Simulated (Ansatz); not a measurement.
The starting structures come from a database of crystals and need not be the phases stable at ambient conditions.

Inside the gap of an insulator the Bloch states are evanescent, with a wavenumber k + iκ along the transport direction.

```
CELL_PARAMETERS angstrom
      5.97753     0.00000     0.00000
      0.00000     7.20487     0.00000
      2.98876     0.00000     4.70931
ATOMIC_POSITIONS crystal
  Na 0.17861 0.75000 0.64278
  Na 0.82139 0.25000 0.35722
  Ca 0.50000 0.50000 0.00000
  Ca 0.50000 0.00000 0.00000
  V  0.85200 0.75000 0.29600
  V  0.14800 0.25000 0.70400
  O  0.25484 0.05659 0.49032
  O  0.74516 0.94341 0.50968
  O  0.74516 0.55659 0.50968
  O  0.25484 0.44341 0.49032
  O  0.72233 0.75000 0.07458
  O  0.27767 0.25000 0.92542
  O  0.79691 0.25000 0.92542
  O  0.20309 0.75000 0.07458
```

Space group of this cell: Cmcm. The cell is taken as given; by r2SCAN its mean pressure is -6.1 GPa.

Transport runs along the normal of the first two printed cell vectors.

The gap is the functional's own. No spin-orbit coupling. Mid-gap values are interpolated on the energy grid.

**Question.** Give the band gap and the smallest decay constant κ at mid-gap that r2SCAN (Ansatz, a quantum-chemistry and plane-wave program) yields.

**Answer.** Gap 3.82 eV on a 6×4×6 mesh; κ = 0.579 1/Å, at (0.167, 0.000) of the in-plane reciprocal vectors. At the zone centre, at the nearest computed energy, the slowest state has κ = 0.58 1/Å.
